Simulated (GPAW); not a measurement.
# Cost against accuracy: kpts for AgCl (Fm-3m, 2 atoms in the cell)

```
AgCl
1.0
    0.00000     2.75631     2.75631
    2.75631     0.00000     2.75631
    2.75631     2.75631     0.00000
Ag Cl
1 1
Direct
  0.00000   0.00000   0.00000
  0.50000   0.50000   0.50000
```

Level of theory: LDA (Perdew-Wang 92), GPAW PAW datasets LDA (gpaw-data 1.0.1) (plane waves; GPAW).

Base settings: mode = pw; ecut = 550 eV; xc = LDA; kpts = 7 7 7; mesh shift (steps) = 0.5 0.5 0.5; occupations.name = fermi-dirac; occupations.width = 0.02 eV; nbands = -4; convergence.forces = 0.001 eV/Å; convergence.bands = -2.

Misses are taken against the tightest run, 16 16 16, which need not be fully converged itself. The energy is the free energy per atom.

The count of work is k-points × plane waves × bands × iterations; it is no time, and leaves out set-up, grids and terms that scale otherwise. Core times come from one kind of shared machine and are given to one figure; runs under 30 s give none.

The starting cell comes from a database of computed structures (which also holds hypothetical and non-ambient phases and stackings), without a prior relaxation at this level. Its lattice was rescaled by a random factor within 2.5 % of one. In the base run, with a pressure of about -5 GPa the cell is away from its equilibrium volume at this level.

```
kpts      energy less reference (meV/atom)  pressure less reference (GPa)  count of work / reference  core time / reference (rough)
--------  --------------------------------  -----------------------------  -------------------------  -----------------------------
1 1 1                              1182.29                          24.18                     0.0012                              –
2 2 2                                16.17                          -0.01                     0.0028                              –
3 3 3                                 0.25                           0.02                     0.0085                              –
4 4 4                                 0.03                           0.00                      0.014                              –
5 5 5                                 0.01                           0.00                      0.029                              –
6 6 6                                 0.00                           0.01                      0.047                              –
7 7 7                                -0.01                           0.01                      0.079                           0.07
8 8 8                                 0.00                           0.00                       0.11                           0.08
10 10 10                              0.00                           0.00                       0.24                            0.2
11 11 11                              0.00                           0.00                       0.32                            0.3
14 14 14                              0.00                           0.00                       0.66                            0.7
16 16 16                              0.00                           0.00                        1.0                              1
```

Coarsest setting among those run that, with all tighter ones, holds the energy within 20 meV/atom of the reference: 2 2 2, off by 16 meV/atom; it needs 0.0028 of the reference's count of work.

Coarsest setting among those run that, with all tighter ones, holds the energy within 1 meV/atom of the reference: 3 3 3, off by 0.25 meV/atom; it needs 0.0085 of the reference's count of work.

The step from 1 1 1 to 2 2 2: it takes the miss in the energy from 1200 to 16 meV/atom, for 2.3 times the count of work.
